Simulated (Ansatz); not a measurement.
**A computed series for IrO2: pressure series**

Base system: IrO2 in the rutile structure (space group P4_2/mnm, No. 136; a = 4.5293 Å, c = 3.1799 Å).

Cell and atoms are relaxed at each pressure.

Levels (all Ansatz, an electronic-structure program, PAW, earlier PAW set): PBE (420 eV, no spin-orbit coupling); PBEsol (420 eV, spin-orbit coupling left out).

The base cell above is that of PBE; each level relaxes its own structures.

```json
[
 {"case": "pressure −2 GPa", "lattice parameter a, PBE": "4.544 Å", "lattice parameter a, PBEsol": "4.485 Å"},
 {"case": "pressure −1 GPa", "lattice parameter a, PBE": "4.537 Å", "lattice parameter a, PBEsol": "4.478 Å"},
 {"case": "pressure 0.3 GPa", "lattice parameter a, PBE": "4.527 Å", "lattice parameter a, PBEsol": "4.470 Å"},
 {"case": "pressure 0.7 GPa", "lattice parameter a, PBE": "4.524 Å", "lattice parameter a, PBEsol": "4.467 Å"},
 {"case": "pressure 1.5 GPa", "lattice parameter a, PBE": "4.519 Å", "lattice parameter a, PBEsol": "4.463 Å"},
 {"case": "pressure 3 GPa", "lattice parameter a, PBE": "4.509 Å", "lattice parameter a, PBEsol": "4.453 Å"},
 {"case": "pressure 5 GPa", "lattice parameter a, PBE": "4.495 Å", "lattice parameter a, PBEsol": "4.441 Å"},
 {"case": "pressure 7.5 GPa", "lattice parameter a, PBE": "4.479 Å", "lattice parameter a, PBEsol": "4.427 Å"},
 {"case": "pressure 10 GPa", "lattice parameter a, PBE": "4.464 Å", "lattice parameter a, PBEsol": "4.413 Å"}
]
```

PBE lies above PBEsol in every row, by 0.051 Å to 0.059 Å. They put the cases in the same order.

Load acts through the strain it causes; cell and atoms are relaxed under it. Stability against distortions was not tested. No other phases were tried under pressure. No Hubbard U is applied, and correlation can decide whether such a compound is a metal. The final runs are not spin-polarised.
